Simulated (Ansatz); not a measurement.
Input and output of a relaxation of the atoms for MgSc (P4mm, 2 atoms in the cell) (Ansatz, an electronic-structure program).

Method: LDA (PW92), default PAW files made with PBE (plane waves; Ansatz).

The change in words: one atom moved by 0.15 angstrom; relax: default → atoms; relax.f_tol: default → 0.05 eV/Å. Reference geometry:
```
MgSc
1.0
    3.61443     0.00000     0.00000
    0.00000     3.61443     0.00000
    0.00000     0.00000     3.61443
Mg Sc
1 1
Direct
  0.00000   0.00000   0.00000
  0.50000   0.50000   0.50000
```

Reference input (self-consistent single point, DFT, LDA (PW92), plane waves, default PAW files made with PBE): basis.ecutwfc = 420 eV; kpoints.mp_grid.grid = 9 9 9; hamiltonian.xc = lda; hamiltonian.pseudopotentials = {kind: paw} (the program's default PAW files); scf.occupations.method = gaussian; scf.occupations.width = 0.1 eV. This run's input differs from it in these lines:

```diff
@@ -7,3 +7,3 @@
   atoms:
-    - { symbol: Mg, position_ang: [0.000000, 0.000000, 0.000000] }
+    - { symbol: Mg, position_ang: [0.000000, 0.000000, 0.149999] }
     - { symbol: Sc, position_ang: [1.807216, 1.807216, 1.807216] }
@@ -18,2 +18,4 @@
   occupations: { method: gaussian, width: 0.1 }
+relax:
+  f_tol: 0.05
 output:
```

Output, abridged:

```
   [... SCF lines of the steps left out ...]
relax step   1: F+E_penalty+E_count = -3990.59145658 eV  Δ(F+E_penalty+E_count) = +0.000e0 eV  max|allowed force component| = 4.987e-1 eV/Å  Δτ_max = 0.0000 Å  (6 SCF iters, dr2 threshold 6.25e-5 eV, accepted)
relax step   2: F+E_penalty+E_count = -3990.62340235 eV  Δ(F+E_penalty+E_count) = -3.195e-2 eV  max|allowed force component| = 1.925e-1 eV/Å  Δτ_max = 0.1038 Å  (6 SCF iters, dr2 threshold 1.55e-5 eV, accepted)
relax step   3: F+E_penalty+E_count = -3990.62895070 eV  Δ(F+E_penalty+E_count) = -5.548e-3 eV  max|allowed force component| = 2.802e-3 eV/Å  Δτ_max = 0.0284 Å  (6 SCF iters, accepted)
the relaxation is at rest under the 8 symmetry operations that the run kept from its start: a minimum is not shown …
Free energy (F): -3990.628951 eV
Internal energy: -3990.615232 eV  (E = F + TS)
E sigma→0 (E₀):  -3990.622091 eV
Entropy (-TS):   -0.013718 eV (-6.859 meV/atom)
Fermi energy:    7.208211 eV
--- Forces (eV/Å), atoms counted from 1 ---
  atom   1  Mg    -0.00000000     0.00000000     0.00280339
  atom   2  Sc     0.00000000     0.00000000    -0.00280028
--- Stress (GPa, compression-positive) ---
       -4.117588       0.000000      -0.000000
        0.000000      -4.117588       0.000000
       -0.000000       0.000000      -4.117607
  P = ⅓ Tr σ = -4.1176 GPa (-41.176 kbar)
  The stress holds the Pulay correction. Without it, at fixed plane waves, as pw.x and ABINIT print it: P = -4.1228 GPa
--- Relaxed structure (3 steps of the walk, 3 accepted, 0 SCFs on fresh bases) ---
  F+E_penalty+E_count = -3990.62895070 eV   max|allowed force component| = 2.802e-3 eV/Å
  atoms:
    - { symbol: Mg, position: [1.0656888520172663e-34, 0.0, 0.020633828770608563] }
    - { symbol: Sc, position: [0.5, 0.5, 0.5208661911495338] }
```

The run converged.  The full log also holds: “iter 4 did not close the SCF: its close was put off for the readings that it lacked (scf_convergence_deferred on its scf_iter line)”. The full log also holds: “iter 4 did not close the SCF: its close was put off for the readings that it lacked (scf_convergence_deferred on its scf_iter line)”.

Summary of the result:
```
Property                                                 Value
-----------------------------------------------  -------------
Free energy E − TS (on the zero of these files)  -3990.6290 eV
Fermi level (on the code's own zero)                   7.21 eV
Pressure                                             -4.12 GPa
Largest force (vector length)                       0.003 eV/Å
Relaxation steps                                             3
```

The starting cell comes from a database of computed structures (which also holds hypothetical and non-ambient phases and stackings), without a prior relaxation at this level. Its lattice was rescaled by up to half a per cent. For this run, on top of that: one atom moved by 0.15 angstrom. The relaxation keeps the symmetry of its start, so its end need not be a minimum. Ansatz's pressure includes its estimate of the finite-basis (Pulay) stress.

Keys are those of Ansatz 0.2.
